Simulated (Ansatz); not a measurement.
Data:

```
ZnSe
1.0
    0.00000     2.81676     2.84183
    2.81676     0.00000     2.84183
    2.81676     2.81676     0.00000
Se Zn
1 1
Direct
  0.75000   0.75000   0.75000
  0.00000   0.00000   0.00000
```

No spin polarisation.

Calculations: Ansatz (a quantum-chemistry and plane-wave program) PBEsol, no SOC. k-mesh 10×10×10 (Γ-centred); smearing 0.05 eV (Fermi–Dirac).

What band gap does the calculation give?

1.19 eV.

Predict the valence-band top at Γ (three highest levels, from the VBM).

0.00, 0.00, -0.03 eV.

What gap character does the calculation give?

Direct at Γ.

Predict the stress (xx, yy, zz, yz, xz, xy; compression positive).

(-0.46, -0.46, -0.79, 0.00, 0.00, 0.00) GPa.

The cells carry an imposed strain or load. Whether these cells are dynamically stable was not tested. The cell was made from ZnSe in the zinc blende structure (space group F-43m, No. 216) by this change: uniaxial strain ε_zz = +0.89 %.
